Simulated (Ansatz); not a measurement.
Base system: Rb in the bcc (W type) structure (space group Im-3m, No. 229; a = 5.748 Å).

Structures relaxed with r2SCAN (Ansatz, a program for electronic structure), without spin-orbit coupling.

Base:

Simulated powder pattern, Cu Kα, λ = 1.54184 Å (kinematic, ideal powder, no thermal factors, no anomalous dispersion; the 14 strongest lines at most, above 2 %, up to 2θ = 90°):

```csv
2θ (°),I/Imax (%),hkl
21.87,100,(110)
31.12,21,(200)
38.36,46,(211)
44.58,15,(220)
50.19,21,(310)
55.36,5.1,(222)
60.24,24,(321)
64.88,2.4,(400)
69.36,12,(411)
73.70,6.5,(420)
77.96,5.6,(332)
82.14,4.9,(422)
86.29,13,(431)
```

After one change:

Simulated powder pattern, Cu Kα, λ = 1.54184 Å (kinematic, ideal powder, no thermal factors, no anomalous dispersion; the 14 strongest lines at most, above 2 %, up to 2θ = 90°):

```tsv
2θ (°)	I/Imax (%)
25.68	100
36.64	19
45.28	42
52.78	13
59.60	18
65.97	4.4
72.03	21
77.90	2.1
83.63	11
89.31	6.2
```

Q: Which change produced these results?
A) pressure 0.3 GPa
B) pressure 7.5 GPa
C) pressure 1.5 GPa
D) pressure 3 GPa

A: D, pressure 3 GPa. Its volume per atom is 59.02 Å³ against 94.98 Å³, and its space group is Im-3m (No. 229).

Load acts through the strain it causes; cell and atoms are relaxed under it. Stability against distortions was not tested. Measured, Rb leaves this structure (for fcc) near 7 GPa (temperature not stated; as listed in Olga Degtyareva, NATO science for peace and security series. B, Physics and biophysics (2010)).
